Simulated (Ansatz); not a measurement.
# What isotropic strain −1.50 % does to HfN

Start from HfN in the rock salt structure (space group Fm-3m, No. 225; a = 4.526 Å; relaxed with 0.1 eV smearing).

Perturbation: an isotropic linear strain of −1.50 %; the atoms relax in the strained cell.

Computed with plane-wave PAW DFT at the r2SCAN level (Ansatz, a program for electronic structure, 500 eV), spin-orbit coupling left out. Settings: 22×22×22 k-points, 0.1 eV Fermi–Dirac smearing.

- Volume per atom = 11.07 Å³ (base 11.59 Å³)
- Space group = Fm-3m (No. 225) (base Fm-3m (No. 225))
- Energy relative to the base (free energy F) = +22 meV/atom
- Pressure = 14.1 GPa (base 0.0 GPa)
- Band gap = zero (base zero)

Stability against distortions was not tested. All final runs are without spin polarisation. An odd electron count without spin: HfN.
